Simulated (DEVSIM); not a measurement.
System: InP p-i-n diode, at 300 K.

Layer 1 from the left is InP, thickness (μm) 0.150, Na (cm⁻³) 2.9e17, τn (s) 4.7e-9, τp (s) 4.7e-9. Layer 2 from the left is InP, thickness (μm) 1.90, Nd (cm⁻³) 5.7e13, τn (s) 4.7e-9, τp (s) 4.7e-9. Layer 3 from the left is InP, thickness (μm) 3.90, Nd (cm⁻³) 2e17, τn (s) 4.7e-9, τp (s) 4.7e-9.

Left contact: ohmic. Right contact: ohmic. Voltage is applied to the left contact. Recombination: SRH at mid-gap, radiative, Auger. Mobility is μmin + (μ − μmin)/(1 + (N/Nref)^α).

Constants are typed, rounded textbook-type inputs, not results; the design itself was drawn at random and stands for no fabricated device. Values at 300 K.

InP: gap (eV) 1.344, affinity (eV) 4.38, permittivity 12.5, Nc (cm⁻³) 5.7e17, Nv (cm⁻³) 1.1e19, μn (cm²/Vs) 5200, μp (cm²/Vs) 170, μn,min 400, μp,min 10, Nref,n 3e17, Nref,p 4.9e17, αn 0.47, αp 0.62, B (cm³/s) 1.2e-10, Cn (cm⁶/s) 9e-31, Cp (cm⁶/s) 9e-31.

Model (solved in DEVSIM): 1D drift-diffusion, Boltzmann statistics, complete ionisation; no tunnelling, impact ionisation, image-force lowering or self-heating.

Problem. What does the simulation give for the dark forward voltage at 1 A/cm², the dark forward voltage at 100 A/cm², the potential step across the device at zero bias?

Solution. dark forward voltage at 1 A/cm² 0.879 V; dark forward voltage at 100 A/cm² 1.032 V; potential step across the device at zero bias 1.223 V.
